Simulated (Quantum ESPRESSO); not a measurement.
A self-consistent single point of La₂O₃ (P1, 5 atoms in the cell) with Quantum ESPRESSO.

Method of the run: PBE, GBRV 1.5 ultrasoft (PBE) pseudopotentials (plane waves; Quantum ESPRESSO 7.5).

The change in words: lattice scaled by 0.98. Reference geometry:
```
CELL_PARAMETERS angstrom
      3.93078     0.00000     0.00000
     -1.96539     3.40415     0.00000
      0.00000     0.00000     6.11195
ATOMIC_POSITIONS crystal
  La 0.66591 0.33555 0.75713
  La 0.32441 0.65622 0.24645
  O  0.67295 0.33600 0.35145
  O  0.33634 0.67315 0.64660
  O  0.00038 0.99908 0.99837
```

Reference input (self-consistent single point, DFT, PBE, plane waves, GBRV 1.5 ultrasoft (PBE) pseudopotentials): ecutwfc = 40 Ry; ecutrho = 200 Ry; occupations = smearing; smearing = fd; degauss = 0.00147 Ry; potentials = {La: la_pbe_v1.uspp.F.UPF, O: o_pbe_v1.2.uspp.F.UPF}; K_POINTS = automatic 6 6 4 0 0 0; conv_thr = 1e-11 Ry. This run's input differs from it in these lines:

```diff
@@ -26,10 +26,10 @@
 CELL_PARAMETERS angstrom
-   3.930780000     0.000000000     0.000000000
-  -1.965390000     3.404155000     0.000000000
-   0.000000000     0.000000000     6.111950000
+   3.852164000     0.000000000     0.000000000
+  -1.926082000     3.336072000     0.000000000
+   0.000000000     0.000000000     5.989711000
 ATOMIC_POSITIONS alat
-La    0.498136000    0.290593063    1.177254509
-La   -0.003697000    0.568301402    0.383203862
-O     0.504950000    0.290986239    0.546469388
-O    -0.000234000    0.582966675    1.005399744
+La    0.498136000    0.290593102    1.177254631
+La   -0.003697000    0.568301478    0.383203902
+O     0.504950000    0.290986278    0.546469444
+O    -0.000234000    0.582966753    1.005399848
 O     0.000845000   -0.000796743   -0.002537589
```

The program printed (abridged):

```
     Self-consistent Calculation

     iteration #  1     ecut=    40.00 Ry     beta= 0.70

---- Real-time Memory Report at c_bands before calling an iterative solver
           268 MiB given to the printing process from OS
            95 MiB allocation reported by mallinfo(arena+hblkhd)
------------------

     negative rho (up, down):  1.356E-01 0.000E+00

     total energy              =    -301.86730559 Ry
     estimated scf accuracy    <       1.79642577 Ry

     iteration #  2     ecut=    40.00 Ry     beta= 0.70

---- Real-time Memory Report at c_bands before calling an iterative solver
   [... lines left out ...]
           345 MiB given to the printing process from OS
           112 MiB allocation reported by mallinfo(arena+hblkhd)
------------------

     negative rho (up, down):  9.563E-02 0.000E+00

     total energy              =    -302.83265777 Ry
     estimated scf accuracy    <          6.5E-10 Ry

     iteration # 16     ecut=    40.00 Ry     beta= 0.70

---- Real-time Memory Report at c_bands before calling an iterative solver
           345 MiB given to the printing process from OS
           112 MiB allocation reported by mallinfo(arena+hblkhd)
------------------

     negative rho (up, down):  9.563E-02 0.000E+00
     End of self-consistent calculation

     the Fermi energy is    12.1884 ev

!    total energy              =    -302.83265777 Ry
     estimated scf accuracy    <          8.3E-12 Ry
     smearing contrib. (-TS)   =       0.00000000 Ry
     internal energy E=F+TS    =    -302.83265777 Ry

     convergence has been achieved in  16 iterations

     negative rho (up, down):  9.563E-02 0.000E+00

     Forces acting on atoms (cartesian axes, Ry/au):

     atom    1 type  1   force =     0.00206012    0.00172210    0.01059208
     atom    2 type  1   force =     0.00978349    0.01403339   -0.01706268
     atom    3 type  2   force =    -0.01149503   -0.01051551    0.00818871
     atom    4 type  2   force =    -0.00060458   -0.00686229   -0.00257747
     atom    5 type  2   force =     0.00025600    0.00162230    0.00085937

     Total force =     0.032718     Total SCF correction =     0.000008

     negative rho (up, down):  9.563E-02 0.000E+00
          total   stress  (Ry/bohr**3)                   (kbar)     P=      116.64
   0.00089014   0.00003438  -0.00001628          130.94        5.06       -2.39
   0.00003438   0.00081525  -0.00002168            5.06      119.93       -3.19
  -0.00001628  -0.00002168   0.00067322           -2.39       -3.19       99.03

   JOB DONE.
```

The run converged in 16 iterations. Against the reference run the free energy goes up by 40.1 meV/atom, the pressure goes from 2.11 to 11.66 GPa, the largest force goes from 0.340 to 0.621 eV/Å and the gap on the mesh goes from 3.862 to 3.907 eV.

The starting cell comes from a database of computed structures (which also holds hypothetical and non-ambient phases and stackings), without a prior relaxation at this level. Its atoms were displaced at random from the sites of space group no. 164. For this run, on top of that: lattice scaled by 0.98. With a pressure of about 12 GPa the cell is away from its equilibrium volume at this level.

Cost on one core of a shared machine: roughly 3 min.
